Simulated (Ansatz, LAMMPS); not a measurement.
Amorphous Si-Ge, 512 atoms, melt quenched at 10 K/ps

Cell 22.82 × 22.82 × 22.82 Å, Si147Ge365, 512 atoms. Prepared with Tersoff's 1989 multicomponent potential (SiCGe.tersoff) (LAMMPS): melt at 4000 K, cooled from 2800 to 500 K at 10 K/ps at fixed volume, minimised. 

That structure was relaxed on with PBE, support functions at accuracy medium on the grid of 370 eV run with Ansatz (a first-principles code). Basis: localised support functions (accuracy medium) on a full density matrix. k-points: zone centre alone; occupations: Fermi-Dirac, 0.030 eV; spin polarisation not allowed. No spin-orbit coupling.

The relaxation was stopped after a set number of steps, with force components up to 0.248 eV/Å left.

Problem. What does DFT change in the classical structure?

Solution. The energy falls by 22.2 meV an atom over 16 steps; atoms move by 0.255 Å root mean square, 1.30 Å at most.
```json
[
 {"quantity": "2-fold atoms (%)", "classical minimum": "0.0", "after DFT steps": "0.2"},
 {"quantity": "3-fold atoms (%)", "classical minimum": "1.2", "after DFT steps": "1.8"},
 {"quantity": "4-fold atoms (%)", "classical minimum": "87.1", "after DFT steps": "90.8"},
 {"quantity": "5-fold atoms (%)", "classical minimum": "11.3", "after DFT steps": "7.2"},
 {"quantity": "6-fold atoms (%)", "classical minimum": "0.4", "after DFT steps": "0.0"},
 {"quantity": "spread of bond angles (°)", "classical minimum": "14.5", "after DFT steps": "14.0"},
 {"quantity": "energy over the crystal(s), each by its own level (eV/atom)", "classical minimum": "0.292", "after DFT steps": "0.209"}
]
```
